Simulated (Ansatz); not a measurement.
# GaAs, response to strain

Base system: GaAs in the zinc blende structure (space group F-43m, No. 216; a = 5.667 Å). Axes: x, y, z lie along the cube axes.

Strains are applied to the cell and any free atomic positions relax; under biaxial strain the out-of-plane vector relaxes too.

Level of theory: plane-wave PAW DFT at the r2SCAN level (Ansatz, an electronic-structure program, 500 eV), spin-orbit coupling left out.

Candidates:
(a) biaxial strain +1.00 %, plane normal [001], relaxed out of plane
(b) biaxial strain +2.00 %, plane normal [001], relaxed out of plane
(c) biaxial strain +2.50 %, plane normal [001], relaxed out of plane
(d) biaxial strain +1.50 %, plane normal [001], relaxed out of plane

Order them by out-of-plane strain, highest first.

(a) biaxial strain +1.00 %, plane normal [001], relaxed out of plane (-0.85 %), (d) biaxial strain +1.50 %, plane normal [001], relaxed out of plane (-1.29 %), (b) biaxial strain +2.00 %, plane normal [001], relaxed out of plane (-1.72 %), (c) biaxial strain +2.50 %, plane normal [001], relaxed out of plane (-2.16 %)

Whether these cells are dynamically stable was not tested.
